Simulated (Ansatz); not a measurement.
For SiRh (model structure, started from the CoSn type, P6/mmm, No. 191, 6 atoms in the cell), PBEsol in Ansatz (plane waves, PAW) gives:

lattice constant a: 5.252 Å
lattice parameter c: 3.808 Å

**Question.** What does PBE-D3(BJ) in Ansatz (PAW) give for the same quantities?

**Answer.** 
- lattice constant a: 5.264 Å (rises by 0.2 %)
- lattice parameter c: 3.799 Å (decreases by 0.2 %)

Changes are worked out from the printed values.

Unless a cell is named, each level is at its own relaxed cell (PBEsol 15.16, PBE-D3(BJ) 15.19 Å³/atom).

Ansatz's density-functional and Hartree–Fock values are scalar-relativistic unless marked +SOC, with PAW data made under PBE.

A model structure was made by putting elements into a prototype or built by hand; it is no filed structure, need not be a known phase, and can be a saddle point held by its symmetry.

Ansatz is a first-principles code.
